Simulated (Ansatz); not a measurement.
**Several settings converged on CoAl (P4mm, 2 atoms in the cell)**

```xyz
2
Lattice="2.8514 0.0000 0.0000 0.0000 2.8514 0.0000 0.0000 0.0000 2.8514" Properties=species:S:1:pos:R:3 pbc="T T T"
Al     1.4257     1.4257     1.4757
Co     0.0000     0.0000     0.0000
```

Base method: PBEsol, PAW files made with PBE (plane waves; Ansatz, a program for electronic structure).

Base settings: basis.ecutwfc = 420 eV; kpoints.mp_grid.grid = 12 12 12; hamiltonian.xc = pbesol; hamiltonian.pseudopotentials = {kind: paw} (the program's default PAW files); scf.occupations.method = gaussian; scf.occupations.width = 0.1 eV.

The count of work is k-points × plane waves × bands × iterations; it is no time. 

**The cutoff for other potential files**

Level: DFT, PBEsol, plane waves, harder PAW files (source: ansatz) made with PBE.

In this ladder: hamiltonian.pseudopotentials = {kind: paw, source: ansatz}.

The second cell is the first with its lattice scaled by 0.98.

The mesh stays at the base's, so the ladder's end is converged at best in this setting alone.

The first pressure column holds Ansatz's estimate of the finite-basis (Pulay) stress, which hides part of the cutoff error; the other is without it.

Only quantities that move along the ladder and can be compared are tabulated.

```csv
basis.ecutwfc,free energy less the last step's (meV/atom),energy of the compressed cell less the first (meV/atom),pressure (GPa),pressure without the Pulay estimate (GPa),largest difference of a force vector from the last step's (eV/Å),count of work / last
405 eV,5886.87,27.39,-5.21,-419.62,0.064,0.11
495 eV,1061.69,4.47,-5.57,-99.62,0.005,0.15
630 eV,64.78,-0.49,-5.56,-13.68,0.000,0.21
765 eV,3.04,0.85,-5.36,-5.78,0.000,0.29
900 eV,0.75,0.76,-5.38,-5.40,0.000,0.34
1080 eV,0.43,0.74,-5.38,-5.39,0.000,0.47
1350 eV,0.12,0.73,-5.38,-5.39,0.000,0.64
1800 eV,0.00,0.72,-5.38,-5.39,0.000,1.0
```

Coarsest basis.ecutwfc that holds the forces within 0.02 eV/Å of the last step, with all finer ones: 495 eV, at 0.15 of the last step's count of work; the step before is off by 0.064 eV/Å.

Coarsest basis.ecutwfc that holds the free energy within 2 meV/atom of the last step, with all finer ones: 900 eV, at 0.34 of the last step's count of work; the step before is off by 3.0 meV/atom.

Coarsest basis.ecutwfc that holds the pressure without the Pulay estimate within 1 GPa of the last step, with all finer ones: 765 eV, at 0.29 of the last step's count of work; the step before is off by 8.3 GPa.

The energy difference between the two cells stays within 1 meV/atom of the last step's from 765 eV on, the total only from 900 eV on: much of the error is common to both cells and cancels.

At the lowest cutoff the pressure without the Pulay estimate lies 414 GPa under the last step's, the usual sign of Pulay stress in an incomplete plane-wave basis.

**The density cutoff**

The second cell is the first with its lattice scaled by 0.98.

The mesh stays at the base's, so the ladder's end is converged at best in this setting alone.

Only quantities that move along the ladder and can be compared are tabulated.

```tsv
basis.ecutrho_ratio	free energy less the last step's (meV/atom)	energy of the compressed cell less the first (meV/atom)	pressure (GPa)
2	-1.86	0.55	-5.16
3	-0.02	0.91	-5.35
4	0.00	0.91	-5.35
5	0.00	0.91	-5.35
6	0.00	0.91	-5.35
8	0.00	0.91	-5.35
10	0.00	0.91	-5.35
12	0.00	0.91	-5.35
16	0.00	0.91	-5.35
```

Coarsest basis.ecutrho_ratio that holds the energy of the compressed cell less the first within 0.2 meV/atom of the last step, with all finer ones: 3; the step before is off by 0.36 meV/atom.

Coarsest basis.ecutrho_ratio that holds the pressure within 0.05 GPa of the last step, with all finer ones: 3; the step before is off by 0.19 GPa.

Coarsest basis.ecutrho_ratio that holds the free energy within 1 meV/atom of the last step, with all finer ones: 3; the step before is off by 1.9 meV/atom.

The energy difference between the two cells stays within 1 meV/atom of the last step's from 2 on, the total only from 3 on: much of the error is common to both cells and cancels.

**The relaxed cell against the cutoff**

On CoAl (Pm-3m, 2 atoms in the cell): atoms on their sites.

In this ladder: relax = cell and atoms.

The mesh stays at the base's, so the ladder's end is converged at best in this setting alone.

Only quantities that move along the ladder and can be compared are tabulated.

```tsv
basis.ecutwfc	relaxed volume (Å³/atom)	relaxation steps
250 eV	11.266	14
295 eV	11.242	11
355 eV	11.252	7
420 eV	11.243	5
505 eV	11.243	5
630 eV	11.243	5
840 eV	11.242	5
```

Coarsest basis.ecutwfc that holds the relaxed volume within 0.022 Å³/atom of the last step, with all finer ones: 295 eV; the step before is off by 0.024 Å³/atom.

At the lowest cutoff the cell relaxes to a volume 0.2 % larger than at the highest. Ansatz relaxes on a stress corrected for the finite basis.

On the base run: the starting cell has typed, rounded lattice constants, without a prior relaxation at this level. Its lattice was rescaled by up to half a per cent. One atom was moved a little off its site on purpose. Spin polarisation is off.

Left out of this page: 1 run of the series failed or unconverged.

Keys are those of Ansatz 0.2.
